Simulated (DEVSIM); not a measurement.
Structure: illuminated Ge n-on-p cell, one wavelength, at 350 K.

```tsv
layer (left to right)	material	thickness (μm)	Nd (cm⁻³)	Na (cm⁻³)	τn (s)	τp (s)	absorption coefficient (cm⁻¹)
1	Ge	0.330	2.6e18	-	6.6e-7	8.5e-7	40000
2	Ge	130	-	9.4e16	8.9e-6	8.9e-6	40000
```

Left contact: ohmic, minority hole recombination velocity 4e5 cm/s. Right contact: ohmic, minority electron recombination velocity 4e6 cm/s. Voltage is applied to the left contact. Recombination: SRH at mid-gap, radiative, Auger. Light enters at the left, 3.7e16 photons cm⁻² s⁻¹, one pass, no reflection. Mobility is constant in doping.

Constants are typed, rounded textbook-type inputs, not results; the design itself was drawn at random and stands for no fabricated device. Values at 300 K; Nc and Nv go as T^1.5, mobilities as T to minus their exponent, the gap by Varshni's rule with the affinity fixed.

```csv
parameter,Ge
gap (eV),0.664
affinity (eV),4
permittivity,16
Nc (cm⁻³),1.04e19
Nv (cm⁻³),6e18
μn (cm²/Vs),3900
μp (cm²/Vs),1900
T exponent of μn,1.66
T exponent of μp,2.33
B (cm³/s),6.4e-14
Cn (cm⁶/s),1e-31
Cp (cm⁶/s),1e-31
Varshni α (eV/K),0.000477
Varshni β (K),235
```

Simulated with DEVSIM: 1D drift-diffusion, Boltzmann statistics, complete ionisation; no tunnelling, impact ionisation, image-force lowering or self-heating.

**Question.** Tabulate band edges, carrier densities and field at -0.65 V on the left contact, in the dark.

**Answer.** Energies count from the Fermi level of the right contact; mesh points crowd at the junctions.

```json
[
 {"x (μm)": "0.000", "Ec (eV)": "0.699", "Ev (eV)": "0.054", "n (cm⁻³)": "2.6e18", "p (cm⁻³)": "1.2e16", "field (V/cm)": "-370"},
 {"x (μm)": "0.03246", "Ec (eV)": "0.699", "Ev (eV)": "0.054", "n (cm⁻³)": "2.6e18", "p (cm⁻³)": "1.2e16", "field (V/cm)": "≈ 0"},
 {"x (μm)": "0.09772", "Ec (eV)": "0.699", "Ev (eV)": "0.054", "n (cm⁻³)": "2.6e18", "p (cm⁻³)": "1.3e16", "field (V/cm)": "≈ 0"},
 {"x (μm)": "0.2169", "Ec (eV)": "0.699", "Ev (eV)": "0.054", "n (cm⁻³)": "2.6e18", "p (cm⁻³)": "1.5e16", "field (V/cm)": "≈ 0"},
 {"x (μm)": "0.3067", "Ec (eV)": "0.699", "Ev (eV)": "0.054", "n (cm⁻³)": "2.6e18", "p (cm⁻³)": "1.6e16", "field (V/cm)": "73"},
 {"x (μm)": "0.3343", "Ec (eV)": "0.751", "Ev (eV)": "0.106", "n (cm⁻³)": "4.6e17", "p (cm⁻³)": "8.9e16", "field (V/cm)": "40000"},
 {"x (μm)": "0.3754", "Ec (eV)": "0.782", "Ev (eV)": "0.138", "n (cm⁻³)": "1.6e17", "p (cm⁻³)": "2.5e17", "field (V/cm)": "230"},
 {"x (μm)": "0.5325", "Ec (eV)": "0.782", "Ev (eV)": "0.138", "n (cm⁻³)": "1.6e17", "p (cm⁻³)": "2.6e17", "field (V/cm)": "-15"},
 {"x (μm)": "0.8396", "Ec (eV)": "0.782", "Ev (eV)": "0.137", "n (cm⁻³)": "1.6e17", "p (cm⁻³)": "2.6e17", "field (V/cm)": "-15"},
 {"x (μm)": "1.616", "Ec (eV)": "0.781", "Ev (eV)": "0.136", "n (cm⁻³)": "1.6e17", "p (cm⁻³)": "2.6e17", "field (V/cm)": "-15"},
 {"x (μm)": "3.520", "Ec (eV)": "0.778", "Ev (eV)": "0.133", "n (cm⁻³)": "1.6e17", "p (cm⁻³)": "2.5e17", "field (V/cm)": "-15"},
 {"x (μm)": "10.80", "Ec (eV)": "0.767", "Ev (eV)": "0.123", "n (cm⁻³)": "1.6e17", "p (cm⁻³)": "2.5e17", "field (V/cm)": "-15"},
 {"x (μm)": "26.06", "Ec (eV)": "0.744", "Ev (eV)": "0.099", "n (cm⁻³)": "1.5e17", "p (cm⁻³)": "2.4e17", "field (V/cm)": "-16"},
 {"x (μm)": "60.98", "Ec (eV)": "0.686", "Ev (eV)": "0.042", "n (cm⁻³)": "1.3e17", "p (cm⁻³)": "2.2e17", "field (V/cm)": "-18"},
 {"x (μm)": "108.8", "Ec (eV)": "0.588", "Ev (eV)": "-0.056", "n (cm⁻³)": "7.5e16", "p (cm⁻³)": "1.7e17", "field (V/cm)": "-25"},
 {"x (μm)": "121.5", "Ec (eV)": "0.551", "Ev (eV)": "-0.093", "n (cm⁻³)": "4.3e16", "p (cm⁻³)": "1.4e17", "field (V/cm)": "-34"},
 {"x (μm)": "126.8", "Ec (eV)": "0.531", "Ev (eV)": "-0.113", "n (cm⁻³)": "2.3e16", "p (cm⁻³)": "1.2e17", "field (V/cm)": "-44"},
 {"x (μm)": "128.9", "Ec (eV)": "0.521", "Ev (eV)": "-0.123", "n (cm⁻³)": "1.2e16", "p (cm⁻³)": "1.1e17", "field (V/cm)": "-53"},
 {"x (μm)": "129.9", "Ec (eV)": "0.515", "Ev (eV)": "-0.129", "n (cm⁻³)": "5.0e15", "p (cm⁻³)": "9.9e16", "field (V/cm)": "-60"},
 {"x (μm)": "130.2", "Ec (eV)": "0.514", "Ev (eV)": "-0.131", "n (cm⁻³)": "3.1e15", "p (cm⁻³)": "9.7e16", "field (V/cm)": "-62"},
 {"x (μm)": "130.3", "Ec (eV)": "0.513", "Ev (eV)": "-0.131", "n (cm⁻³)": "2.2e15", "p (cm⁻³)": "9.6e16", "field (V/cm)": "-77"},
 {"x (μm)": "130.3", "Ec (eV)": "0.512", "Ev (eV)": "-0.132", "n (cm⁻³)": "1.9e15", "p (cm⁻³)": "9.4e16", "field (V/cm)": "-410"}
]
```
